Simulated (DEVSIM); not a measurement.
Structure: Schottky contact on p-type Si, at 250 K.

Layer 1 from the left is Si, thickness (μm) 1.30, Na (cm⁻³) 6.5e16, τn (s) 2.3e-7, τp (s) 2.3e-7.

Left contact: Schottky, work function 4.304 eV, emission velocity 3.5e6 cm/s. Right contact: ohmic. Voltage is applied to the left contact. Recombination: SRH at mid-gap, Auger. Mobility is μmin + (μ − μmin)/(1 + (N/Nref)^α).

This is a model device: material constants are rounded textbook-type values typed into the input, and sizes, dopings and lifetimes were drawn at random. Values at 300 K; Nc and Nv go as T^1.5, mobilities as T to minus their exponent, the gap by Varshni's rule with the affinity fixed.

Si: gap (eV) 1.124, affinity (eV) 4.05, permittivity 11.7, Nc (cm⁻³) 2.86e19, Nv (cm⁻³) 3.1e19, μn (cm²/Vs) 1417, μp (cm²/Vs) 470, μn,min 52, μp,min 45, Nref,n 9.7e16, Nref,p 2.2e17, αn 0.68, αp 0.72, T exponent of μn 2.3, T exponent of μp 2.2, Cn (cm⁶/s) 2.8e-31, Cp (cm⁶/s) 9.9e-32, Varshni α (eV/K) 0.000473, Varshni β (K) 636.

### Question
Estimate by hand the built-in potential, the peak field at zero bias, the capacitance at 0.6 V, and compare with a numerical solution.

### Answer

- Built-in potential: barrier φB = 0.882 eV; Vbi = φB − kT/q ln(N_band/N) = 0.755 V; numerical 0.755 V.
- Peak field at zero bias: depletion approximation: W = √(2εVbi/(qN)) = 0.123 μm with N = 6.50e16 cm⁻³; field = 2Vbi/W = 123000 V/cm; numerical 121000 V/cm (estimate above by 1.9 %).
- Capacitance at 0.6 V: C = √(qεN / 2(Vbi + |V|)) = 63.1 nF/cm²; numerical 63.6 nF/cm² (estimate below by 0.82 %).

DEVSIM, 1D drift-diffusion, Boltzmann statistics, complete ionisation; no tunnelling, impact ionisation, image-force lowering or self-heating. Metal contacts follow the ideal Schottky-Mott rule: no Fermi-level pinning, no interface dipoles.
